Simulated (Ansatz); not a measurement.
**Report: rocksalt MgO (Fm-3m), uniaxial stress along [001]**

Cell and atoms are relaxed with r2SCAN to each stress (compression positive); bands and masses by r2SCAN, rigid bands (plane waves, PAW, scalar-relativistic; Ansatz, a program for electronic structure). Strains are changes of length against the unloaded cell.

Space group Fm-3m (No. 225); a = b = c = 4.204 Å, α = β = γ = 90.00°

```json
[
 {"atom": "Mg", "site": "4a", "symmetry": "m-3m", "x": "0.0000", "y": "0.0000", "z": "0.0000"},
 {"atom": "O", "site": "4b", "symmetry": "m-3m", "x": "0.5000", "y": "0.5000", "z": "0.5000"}
]
```
(The calculation used a cell of 2 atoms; values per cell refer to that cell.)

| stress (GPa) | strain [001] (%) | strain [100] (%) | gap (eV) | mₑ* [001] | mₑ* [100] | mₕ* [001] | mₕ* [100] |
|---|---|---|---|---|---|---|---|
| -2.00 | 0.79 | -0.18 | 5.628 | 0.37 | 0.38 | 2.3 | 2.2 |
| -1.00 | 0.39 | -0.09 | 5.658 | 0.37 | 0.37 | 2.3 | 2.3 |
| 0 | 0 | 0 | 5.686 | 0.37 | 0.37 | 2.3 | 2.3 |
| 1.00 | -0.37 | 0.09 | 5.702 | 0.38 | 0.37 | 2.2 | 2.3 |
| 2.00 | -0.72 | 0.17 | 5.717 | 0.38 | 0.37 | 2.1 | 2.3 |

[001] is the direction of the load; [010] strains as [100]. Masses are conductivity masses at 300 K in electron masses.

Question: From the two loads next to zero, find the Young modulus and the ratio of transverse to axial strain.

Answer: Between -1.00 and 1.00 GPa the strain along [001] changes by -0.76 % and that along [100] by 0.18 %. The modulus is 2.00/0.0076 = 260 GPa and the ratio of the strains 0.24 (r2SCAN, atoms relaxed). Along [001] C₁₁ = E(1 − ν)/((1 + ν)(1 − 2ν)) and C₁₂ = C₁₁ν/(1 − ν), which gives C₁₁ ≈ 310 GPa and C₁₂ ≈ 96 GPa.

Question: How fast does the gap move on either side of zero load?

Answer: Under tension, (5.628 − 5.686) eV over -2.00 GPa = 29 meV/GPa, or about -7.3 eV per unit strain; under compression, (5.717 − 5.686) eV over 2.00 GPa = 15 meV/GPa, or about -4.3 eV per unit strain. The two slopes part by 14 meV/GPa; gaps are resolved to about 0.01 eV, which allows 10 meV/GPa, so they differ.

Masses are those of dilute carriers in rigid bands with one relaxation time, without polarons. Third decimals of gaps are kept for the arithmetic. Spin-orbit coupling is left out. Every relaxation keeps the rocksalt phase (space group I4/mmm under this load), so a transition, a distortion that breaks the symmetry or fracture can't show.
